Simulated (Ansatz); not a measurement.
## Response to strain in CdS

Take CdS in the wurtzite structure (space group P6_3mc, No. 186; a = 4.1962 Å, c = 6.8295 Å) as the base. Axes: x lies along a and z along c of the hexagonal cell.

Strains are applied to the cell and any free atomic positions relax; under biaxial strain the out-of-plane vector relaxes too.

Level of theory: Ansatz (a first-principles code) PBE, scalar-relativistic without spin-orbit coupling.

Candidates:
(a) biaxial strain +1.20 %, plane normal [001], relaxed out of plane
(b) biaxial strain +3.00 %, plane normal [001], relaxed out of plane
(c) biaxial strain +1.80 %, plane normal [001], relaxed out of plane

For the base:

| Quantity | Value |
|---|---|
| Band gap | 1.11 eV |

Task: Order them by band gap, lowest first.

Result: (b) biaxial strain +3.00 %, plane normal [001], relaxed out of plane (0.99 eV), (c) biaxial strain +1.80 %, plane normal [001], relaxed out of plane (1.05 eV), (a) biaxial strain +1.20 %, plane normal [001], relaxed out of plane (1.09 eV)

No phonon test of stability was made.
